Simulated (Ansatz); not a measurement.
Consider a 24-atom supercell of MgS in the rock salt structure (space group Fm-3m, No. 225) at its relaxed geometry.

```yaml
crystal:
  lattice:
    - [0.00000, 5.18196, 5.18196]
    - [5.18196, -5.18196, 5.18196]
    - [5.18196, 5.18196, 0.00000]
  atoms:
    - { symbol: S, position: [0.00000, 0.00000, 0.00000] }
    - { symbol: S, position: [0.00000, 0.00000, 0.50000] }
    - { symbol: S, position: [0.16667, 0.33333, 0.16667] }
    - { symbol: S, position: [0.16667, 0.33333, 0.66667] }
    - { symbol: S, position: [0.33333, 0.66667, 0.33333] }
    - { symbol: S, position: [0.33333, 0.66667, 0.83333] }
    - { symbol: S, position: [0.50000, 0.00000, 0.00000] }
    - { symbol: S, position: [0.50000, 0.00000, 0.50000] }
    - { symbol: S, position: [0.66667, 0.33333, 0.16667] }
    - { symbol: S, position: [0.66667, 0.33333, 0.66667] }
    - { symbol: S, position: [0.83333, 0.66667, 0.33333] }
    - { symbol: S, position: [0.83333, 0.66667, 0.83333] }
    - { symbol: Mg, position: [0.33333, 0.16667, 0.33333] }
    - { symbol: Mg, position: [0.33333, 0.16667, 0.83333] }
    - { symbol: Mg, position: [0.50000, 0.50000, 0.50000] }
    - { symbol: Mg, position: [0.50000, 0.50000, 0.00000] }
    - { symbol: Mg, position: [0.66667, 0.83333, 0.66667] }
    - { symbol: Mg, position: [0.66667, 0.83333, 0.16667] }
    - { symbol: Mg, position: [0.83333, 0.16667, 0.33333] }
    - { symbol: Mg, position: [0.83333, 0.16667, 0.83333] }
    - { symbol: Mg, position: [0.00000, 0.50000, 0.50000] }
    - { symbol: Mg, position: [0.00000, 0.50000, 0.00000] }
    - { symbol: Mg, position: [0.16667, 0.83333, 0.66667] }
    - { symbol: Mg, position: [0.16667, 0.83333, 0.16667] }
```

Method: PBEsol (Ansatz, a first-principles code), without spin-orbit coupling.

Before the change:

```
Property                Value
--------------------  -------
Gap of the supercell  2.73 eV
```

Now apply this change: one S atom is removed, atoms relaxed at fixed cell, starting from a slightly rattled geometry.

How does this affect the gap of the supercell?

The gap of the supercell shrinks by 1.61 eV, from 2.73 eV to 1.12 eV.

How does this affect the total moment of the cell?

The total moment of the cell amounts to 0.0 μB.

The magnetic state is the one reached from the starting moments; the real material's order can differ, and small cells can't hold many antiferromagnetic ones. In so small a cell the defect repeats every few ångströms: this is an ordered compound, not a dilute defect. Seeded moments were not kept for S vacancy. The defect cell is spin-polarised and ends with 0.0 μB.
